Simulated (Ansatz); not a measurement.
All values below come from PBE (plane waves to 420 eV, PAW; Ansatz, a quantum-chemistry and plane-wave program).

Plane-averaged electrostatic potential energy along the normal, in eV from the highest filled level, for the (100) surface of germanium (in the relaxation like top atoms buckled by 0.3 Å), 2 pairs of surface atoms bonded, NH2 on every dangling bond (bottom of the slab: built like the top, H on every dangling bond, free):

```tsv
z (Å)	V (eV)
4.15	4.69
4.44	4.69
4.74	4.69
5.04	4.69
5.33	4.69
5.63	4.69
5.93	4.69
6.22	4.69
6.52	4.69
6.81	4.68
7.11	4.65
7.41	4.58
7.70	4.42
8.00	4.03
8.30	2.94
8.59	2.64
8.89	2.62
9.19	0.68
9.48	-1.74
9.78	-3.37
10.07	-3.80
10.37	-3.77
10.67	-3.85
10.96	-4.01
11.26	-3.97
11.56	-3.20
11.85	-2.61
12.15	-2.76
12.44	-3.49
12.74	-3.57
13.04	-2.92
13.33	-2.64
13.63	-3.07
13.93	-3.73
14.22	-3.62
14.52	-2.84
14.81	-2.62
15.11	-3.14
15.41	-3.81
15.70	-3.57
16.00	-2.81
16.30	-2.63
16.59	-3.23
16.89	-3.81
17.19	-3.46
17.48	-2.77
17.78	-2.65
18.07	-3.29
18.37	-3.71
18.67	-3.22
18.96	-2.56
19.26	-2.74
19.56	-3.56
19.85	-4.09
20.15	-3.89
20.44	-3.91
20.74	-3.83
21.04	-3.90
21.33	-3.03
21.63	-1.04
21.93	1.40
22.22	2.45
22.52	0.94
22.81	-1.28
23.11	-2.41
23.41	-0.20
23.70	2.71
24.00	3.76
24.30	4.10
24.59	4.23
24.89	4.28
25.19	4.30
25.48	4.31
25.78	4.31
26.07	4.31
26.37	4.31
26.67	4.31
26.96	4.31
27.26	4.31
27.56	4.31
27.85	4.31
```

Set-up: 52 atoms, 15.6 Å thick at the start with caps and adatoms; mesh 4x4x1; 0.025 eV smearing; dipole correction on; 4 atoms held, the rest relaxed; no symmetry held; no spin, no spin-orbit, no U. It is one candidate, not shown to be the stable structure of the face.

The surface cell has an area of 66.36 Å². What dipole along the normal does the step between the two vacuum levels imply?

the top vacuum level lies 0.38 eV below the bottom one; p = −ε₀ A ΔV (ε₀ = 0.005526 e/(V·Å)) gives 0.14 e·Å a cell.
